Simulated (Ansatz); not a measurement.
A computed series for SnO2: pressure series

Take SnO₂ in the rutile structure (space group P4_2/mnm, No. 136; a = 4.760 Å, c = 3.201 Å) as the base.

Cell and atoms are relaxed at each pressure.

The values are results of r2SCAN/PAW in Ansatz (a first-principles code), no SOC, not measurements.

Two rows of this table had their results exchanged by mistake.

```json
[
 {"pressure": "pressure −2 GPa", "volume per atom (Å³)": "12.21", "shortest distance (Å)": "2.069", "band gap": "1.66 eV"},
 {"pressure": "pressure −1 GPa", "volume per atom (Å³)": "12.15", "shortest distance (Å)": "2.064", "band gap": "1.71 eV"},
 {"pressure": "pressure 1.8 GPa", "volume per atom (Å³)": "11.98", "shortest distance (Å)": "2.051", "band gap": "1.86 eV"},
 {"pressure": "pressure 4.2 GPa", "volume per atom (Å³)": "11.85", "shortest distance (Å)": "2.041", "band gap": "1.99 eV"},
 {"pressure": "pressure 9 GPa", "volume per atom (Å³)": "11.61", "shortest distance (Å)": "2.022", "band gap": "2.22 eV"},
 {"pressure": "pressure 18 GPa", "volume per atom (Å³)": "10.38", "shortest distance (Å)": "1.931", "band gap": "3.66 eV"},
 {"pressure": "pressure 30 GPa", "volume per atom (Å³)": "10.81", "shortest distance (Å)": "1.962", "band gap": "3.12 eV"},
 {"pressure": "pressure 45 GPa", "volume per atom (Å³)": "11.23", "shortest distance (Å)": "1.993", "band gap": "2.63 eV"},
 {"pressure": "pressure 60 GPa", "volume per atom (Å³)": "10.02", "shortest distance (Å)": "1.905", "band gap": "4.14 eV"}
]
```

### Question
Which two?

### Answer
The rows for pressure 18 GPa and pressure 45 GPa: the volume has to fall steadily with pressure, so 11.23 Å³ belongs to pressure 18 GPa and 10.38 Å³ to pressure 45 GPa.

Load acts through the strain it causes; cell and atoms are relaxed under it. Stability against distortions was not tested. Competing high-pressure phases were not computed.
